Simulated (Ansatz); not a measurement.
# A computed series for W: pressure series

Take W in the bcc (W type) structure (space group Im-3m, No. 229; a = 3.184 Å) as the base.

Cell and atoms are relaxed at each pressure.

Levels (all Ansatz, a quantum-chemistry and plane-wave program, PAW, earlier PAW set): PBE (420 eV, without spin-orbit coupling); r2SCAN (500 eV, no spin-orbit coupling).

The base cell above is that of PBE; each level relaxes its own structures.

| case | lattice parameter a, PBE | lattice parameter a, r2SCAN |
|---|---|---|
| pressure −2 GPa | 319.1 pm | 317.7 pm |
| pressure −1 GPa | 318.7 pm | 317.3 pm |
| pressure 3 GPa | 317.3 pm | 316.0 pm |
| pressure 7 GPa | 316.1 pm | 314.8 pm |
| pressure 15 GPa | 313.7 pm | 312.5 pm |
| pressure 30 GPa | 309.7 pm | 308.7 pm |
| pressure 50 GPa | 305.2 pm | 304.3 pm |
| pressure 75 GPa | 300.5 pm | 299.8 pm |
| pressure 100 GPa | 296.5 pm | 295.9 pm |

PBE lies above r2SCAN in every row, by 0.6 pm to 1.4 pm. They put the cases in the same order.

Load acts through the strain it causes; cell and atoms are relaxed under it. Stability against distortions was not tested. Competing high-pressure phases were not computed. The final runs are not spin-polarised.
